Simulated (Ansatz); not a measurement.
**Thermal expansion of Na in the bcc (W type) structure**

Method: quasi-harmonic lattice dynamics, DFT at the PBEsol level (Ansatz, a quantum-chemistry and plane-wave program); phonon mesh 4×4×4, k mesh 16×16×16. The cell was generated from a structure type, relaxed within its symmetry, and need not be the phase found at ambient conditions. The pressure is 30 GPa. The structure is held there; whether it is the stable one at that pressure was not tested.

```
T (K)  α_L (10⁻⁶/K)  C_P (J/mol/K)  bulk modulus B_T (GPa)     γ
-----  ------------  -------------  ----------------------  ----
50              0.9            6.3                    93.9  0.40
100             2.7           14.4                    93.8  0.50
150             3.8           18.9                    93.6  0.55
200             4.5           21.3                    93.4  0.57
250             4.8           22.6                    93.2  0.58
```

```yaml
conventional lattice constants at 250 K: a = 3.179 Å
entropy at 250 K: 27.7 J/(mol K)
adiabatic bulk modulus at 250 K: 93.4 GPa
bulk_modulus_without_vibrations: 94.4 GPa
zero_point_volume_expansion: 0.26 %
```

The crystal is held in this phase throughout; melting and phase transitions are not modelled.
